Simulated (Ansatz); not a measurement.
Pd: uniaxial strain ε_zz = −2.00 %

Consider Pd in the fcc (Cu type) structure (space group Fm-3m, No. 225; a = 3.8777 Å; relaxed with 0.1 eV smearing). Axes: x, y, z lie along the cube axes.

Now apply this change: uniaxial strain ε_zz = −2.00 %, all other strain components held at zero; the atoms relax in the strained cell.

All numbers come from Ansatz (an electronic-structure program) PBEsol, without spin-orbit coupling. Γ-centred 29×29×29 mesh, Fermi–Dirac width 0.1 eV.

Volume per atom: 14.29 Å³ (base 14.58 Å³)
Space group: I4/mmm (No. 139) (base Fm-3m (No. 225))
Shortest interatomic distance: 2.715 Å (base 2.742 Å)
Energy relative to the base (free energy F): +4.7 meV/atom
Band gap: zero (base zero)
Stress (xx, yy, zz, yz, xz, xy; compression positive): (3.9, 3.9, 5.2, 0.0, 0.0, 0.0) GPa

Final structure:

```
CELL_PARAMETERS angstrom
      0.00000     1.93885     1.90007
      1.93885     0.00000     1.90007
      1.93885     1.93885     0.00000
ATOMIC_POSITIONS crystal
  Pd 0.00000 0.00000 0.00000
```

Cost of the whole job for the changed cell (relaxation, final SCF and bands): around 40 core-seconds (rough).

Whether these cells are dynamically stable was not tested. The final runs are not spin-polarised.
